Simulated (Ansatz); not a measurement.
Base system: HfO2 in the fluorite structure (space group Fm-3m, No. 225; a = 5.059 Å). Axes: x, y, z lie along the cube axes.

Computed with Ansatz (a first-principles code) r2SCAN, no SOC, earlier PAW set.

Base values:

The band gap comes out as 4.30 eV and the electron mass is 1.0 mₑ along k, 0.75 mₑ across (at X).

Perturbation: tensile biaxial strain of 1.57 % in the plane normal to [001], as in epitaxy on a mismatched substrate; the out-of-plane cell vector and the atoms relax.

### Question
Predict the new in-plane stress.

### Answer
The mean in-plane stress (compression positive) amounts to -9.9 GPa.

### Question
How does this affect the out-of-plane strain?

### Answer
The out-of-plane strain comes out as -0.53 %.

### Question
What happens to the band gap?

### Answer
The band gap drops by 0.24 eV, from 4.30 eV to 4.06 eV.

### Question
What does the calculation give for the electron mass after the change?

### Answer
The electron mass becomes 1.2 mₑ along k, 0.76 mₑ across (at X) (base: 1.0 mₑ along k, 0.75 mₑ across (at X)).

Spin-orbit coupling, missing from the scalar runs, can matter with Hf. Masses are band curvatures over ±0.01 Å⁻¹ around the edge. Along k means along the line from Γ to the band edge. Whether these cells are dynamically stable was not tested. This is not the structure that HfO2 has at room temperature and ambient pressure.
